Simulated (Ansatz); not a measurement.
Output of an Ansatz run (abridged):

```
WARN basis.ecutwfc = 420 eV, the default
WARN ansatz: RAYON_NUM_THREADS=1 ignored (pool sized by the plan → 1); use --threads N
Pseudopotentials: kind: paw
Pseudopotential: Al, paw, valence charge 3
Pseudopotential: Ga, paw, valence charge 13
Pseudopotential: P, paw, valence charge 5
Pseudopotential: O, paw, valence charge 6
Crystal: 18 atoms, lattice volume = 240.498 Å³
Basis set: ecut = 420 eV, 4711 PW (Γ), exchange–correlation on 72×72×150 points (8 copies of the dense FFT grid, shifted against one another)
Bands: 71, of which v1, the nominal top of the filled ones, is band 53 counted from 1 (52 counted from 0)
Symmetry: 2 space group operations
Space group: C2 (ITA 5), of the structure as read, at distance tolerance 6.2e-5 Å
k-points: 18 of 50 (time reversal used)
PAW frozen core: Al, regenerated for the run's functional, and the local potential with it
PAW frozen core: Ga, regenerated for the run's functional, and the local potential with it
PAW frozen core: P, regenerated for the run's functional, and the local potential with it
PAW frozen core: O, regenerated for the run's functional, and the local potential with it
Initial density: superposition of atomic densities (neutral atoms: chi_scale 0, normalization atom), corrected by the library's trained network
Initial wavefunctions: pseudopotential atomic-orbital guess
Eigensolver: davidson
Functional: x = pbesol(κ = 0.804, μ = 0.12345679012345678), c = pbesol(β = 0.046)
SCF iter   1: F=—  HF=-13757.081217 eV  |F-HF|=—  |Δ(HF+E_count)|=         —  Δρ=1.14e-2  dr2=2.36e-1  ethr=1.77e-3  ⟨swp⟩=5.2  Hψ=5327  notcnv=0  defer=282
all-band conjugate gradients solve this SCF's bands
preconditioner: auto → Resta (q_TF=auto, 2.380 Å⁻¹)
SCF iter   2: F=—  HF=-13757.015108 eV  |F-HF|=—  |Δ(HF+E_count)|=   6.61e-2  Δρ=1.60e-3  dr2=4.09e-3  ethr=2.23e-4  ⟨swp⟩=3.0  Hψ=2142  notcnv=0  defer=288
SCF iter   3: F=—  HF=-13757.015618 eV  |F-HF|=—  |Δ(HF+E_count)|=   5.11e-4  Δρ=7.06e-4  dr2=1.16e-3  ethr=3.86e-6  ⟨swp⟩=2.5  Hψ=1840  notcnv=0  defer=288
SCF iter   4: F=—  HF=-13757.016074 eV  |F-HF|=—  |Δ(HF+E_count)|=   4.56e-4  Δρ=2.72e-4  dr2=1.68e-4  ethr=1.09e-6  ⟨swp⟩=3.0  Hψ=1941  notcnv=0  defer=288
SCF iter   5: F=—  HF=-13757.016090 eV  |F-HF|=—  |Δ(HF+E_count)|=   1.57e-5  Δρ=7.57e-5  dr2=1.73e-5  ethr=1.58e-7  ⟨swp⟩=2.0  Hψ=1861  notcnv=0  defer=282
SCF iter   6: F=—  HF=-13757.015878 eV  |F-HF|=—  |Δ(HF+E_count)|=   2.12e-4  Δρ=2.47e-5  dr2=1.64e-6  ethr=1.63e-8  ⟨swp⟩=2.0  Hψ=2056  notcnv=0  defer=279
SCF iter   7: F=—  HF=-13757.015882 eV  |F-HF|=—  |Δ(HF+E_count)|=   3.60e-6  Δρ=9.04e-6  dr2=1.67e-7  ethr=1.55e-9  ⟨swp⟩=2.1  Hψ=1984  notcnv=0  defer=279
SCF iter   8: F=-13757.015882 eV  HF=-13757.015882 eV  |F-HF|=4.82e-9  |Δ(HF+E_count)|=   1.31e-7  Δρ=4.50e-6  dr2=3.54e-8  ethr=9.43e-11  ⟨swp⟩=19.5  Hψ=8777  notcnv=0
SCF 1 converged in 8 iterations: F = -13757.015882 eV  dr2 = 3.54e-8
SCF converged after 8 iterations
Free energy (F): -13757.015882 eV
Harris-Foulkes:  -13757.015882 eV  (|F-HF|=4.82e-9)
Internal energy: -13757.015882 eV  (E = F + TS)
E sigma→0 (E₀):  -13757.015882 eV
Fermi energy:    2.176287 eV
--- Per-component energies (eV) ---
  E_band       = -555.687997
  E_kinetic    = 2526.663172
  E_local      = -8918.386266  (includes V_loc(G=0)·N_el)
  E_nonlocal   = 1127.167707
  E_hartree    = 3515.310449
  E_xc         = -1207.923792
  E_vxc        = -1424.636107  (∫ρ·V_xc dr)
  E_paw        = -6368.369546  (= ΣΔE_a)
  E_vpaw       = -897.143901  (= ΣTr[D̂ρ^β])
  E_aug_tail   = 0.030034  (compensation charges beyond the density's cutoff)
  E_ewald      = -4432.970640
  E_core_change = 1.462999  (= ΣΔE_core)
  E_smearing   = -0.000000  (= −TS)
  E_closure    = -0.000000  (closes the sum)
  Σ components = -13757.015882   (vs F -13757.015882, Δ=0.00e0)
--- Forces (eV/Å), atoms counted from 1 ---
  atom   1  Al    -0.01755251    -0.01347922     0.06617042
  atom   2  Al     0.01755251    -0.01347922    -0.06617042
  atom   3  Ga     0.00000000    -0.05456911     0.00000000
  atom   4  P      0.00000000    -0.02665431     0.00000000
  atom   5  P     -0.01152075    -0.06121258     0.11185605
  atom   6  P      0.01152075    -0.06121258    -0.11185605
  atom   7  O     -0.13950575    -0.10820275    -0.14838781
  atom   8  O      0.13950575    -0.10820275     0.14838781
  atom   9  O     -0.04240734     0.03410543     0.00771638
  atom  10  O      0.04240734     0.03410543    -0.00771638
  atom  11  O      0.04994651    -0.10701085     0.02064113
  atom  12  O     -0.04994651    -0.10701085    -0.02064113
  atom  13  O     -0.00680030     0.06740994     0.06656858
  atom  14  O      0.00680030     0.06740994    -0.06656858
  atom  15  O     -0.08896069     0.10031009    -0.00611933
  atom  16  O      0.08896069     0.10031009     0.00611933
  atom  17  O     -0.13998593     0.12869774     0.12792470
  atom  18  O      0.13998593     0.12869774    -0.12792470
  max |Σ_I F_I| component: 1.22e-5 eV/Å
--- Stress (GPa, compression-positive) ---
       -1.324639       0.000000      -0.084074
        0.000000      -1.247161       0.000000
       -0.084091       0.000000      -1.325141
  P = ⅓ Tr σ = -1.2990 GPa (-12.990 kbar)
  The stress holds the Pulay correction. Without it, at fixed plane waves, as pw.x and ABINIT print it: P = -1.9385 GPa
--- Band table (eV; the first three rows and the last of 18) ---
  k-point 0: bands = ["-17.9855", "-17.7957", "-17.7876", "-15.5996", "-15.5772", "-15.3814", "-15.3785", "-15.3024", "-15.2385", "-15.2206", "-15.1847", "-15.1793", "-10.5007", "-10.3903", "-10.3808", "-10.3774", "-10.3066", "-7.0248", "-6.1948", [...]
  k-point 1: bands = ["-17.9347", "-17.9153", "-17.7167", "-15.6891", "-15.4357", "-15.3900", "-15.3740", "-15.3504", "-15.2402", "-15.2193", "-15.1880", "-15.1776", "-10.5012", "-10.3903", "-10.3808", "-10.3774", "-10.3066", "-6.8460", "-6.6557", [...]
  k-point 2: bands = ["-17.9297", "-17.7729", "-17.7612", "-15.6177", "-15.5647", "-15.4106", "-15.3888", "-15.3206", "-15.2988", "-15.2422", "-15.2170", "-15.2059", "-10.5063", "-10.4094", "-10.3868", "-10.3743", "-10.3173", "-6.7697", "-6.1727", [...]
  k-point 17: bands = ["-17.7686", "-17.7391", "-17.7236", "-15.6744", "-15.6131", "-15.5651", "-15.4333", "-15.3416", "-15.3166", "-15.2848", "-15.2270", "-15.2204", "-10.5515", "-10.4844", "-10.3873", "-10.3845", "-10.3435", "-5.9346", "-5.9346", [...]
```

The structure:

```xyz
18
Lattice="4.3419 -2.4932 0.0000 4.3419 2.4932 0.0000 -0.0296 0.0000 11.1082" Properties=species:S:1:pos:R:3 pbc="T T T"
Al     6.6631     1.1572     1.8335
Al     1.9910     1.1572     9.2747
Ga     4.3271     0.1665     5.5541
P      4.3419     0.1691     0.0000
P      2.3041    -1.3324     7.4339
P      6.3500    -1.3324     3.6744
O      5.6513     1.2161     6.2584
O      3.0029     1.2161     4.8499
O      6.8716    -0.4334     2.5370
O      1.7825    -0.4334     8.5712
O      4.8557    -0.7169     9.9755
O      3.7985    -0.7169     1.1327
O      5.4612     1.0631     0.5562
O      3.1929     1.0631    10.5520
O      6.8306    -0.2701     7.9700
O      1.8236    -0.2701     3.1382
O      4.9713    -0.8515     4.1667
O      3.6829    -0.8515     6.9415
```

### Question
Reconstruct the input of this run.

### Answer
Other spellings and defaults could give the same log, and not every line can be read from it. The input that was run (DFT, PBEsol, plane waves, default PAW files made with PBE):

Ansatz 0.2 input:
```yaml
# Al2Ga(PO4)3
crystal:
  lattice:
    - [4.341858, -2.493218, 0.000000]
    - [4.341858, 2.493218, 0.000000]
    - [-0.029586, 0.000000, 11.108235]
  atoms:
    - { symbol: Al, position_ang: [6.663082, 1.157202, 1.833525] }
    - { symbol: Al, position_ang: [1.991048, 1.157202, 9.274710] }
    - { symbol: Ga, position_ang: [4.327065, 0.166547, 5.554118] }
    - { symbol: P, position_ang: [4.341858, 0.169140, 0.000000] }
    - { symbol: P, position_ang: [2.304137, -1.332376, 7.433853] }
    - { symbol: P, position_ang: [6.349993, -1.332376, 3.674382] }
    - { symbol: O, position_ang: [5.651280, 1.216092, 6.258380] }
    - { symbol: O, position_ang: [3.002850, 1.216092, 4.849855] }
    - { symbol: O, position_ang: [6.871614, -0.433421, 2.537010] }
    - { symbol: O, position_ang: [1.782516, -0.433421, 8.571225] }
    - { symbol: O, position_ang: [4.855677, -0.716850, 9.975528] }
    - { symbol: O, position_ang: [3.798453, -0.716850, 1.132707] }
    - { symbol: O, position_ang: [5.461184, 1.063058, 0.556189] }
    - { symbol: O, position_ang: [3.192946, 1.063058, 10.552046] }
    - { symbol: O, position_ang: [6.830572, -0.270115, 7.970048] }
    - { symbol: O, position_ang: [1.823558, -0.270115, 3.138187] }
    - { symbol: O, position_ang: [4.971271, -0.851484, 4.166699] }
    - { symbol: O, position_ang: [3.682859, -0.851484, 6.941536] }
kpoints:
  mp_grid:
    grid: [5, 5, 2]
hamiltonian:
  xc: pbesol
  pseudopotentials:
    kind: paw
scf:
  occupations:
    method: fixed
output:
  forces: true
  eigenvalues: true
  stress: true
```

The starting cell comes from a database of computed structures (which also holds hypothetical and non-ambient phases and stackings), without a prior relaxation at this level. Its lattice was rescaled by a random factor within 2.5 % of one. Ansatz's pressure includes its estimate of the finite-basis (Pulay) stress. Without the estimate this run gives -1.94 GPa.

Ansatz is a quantum-chemistry and plane-wave program.
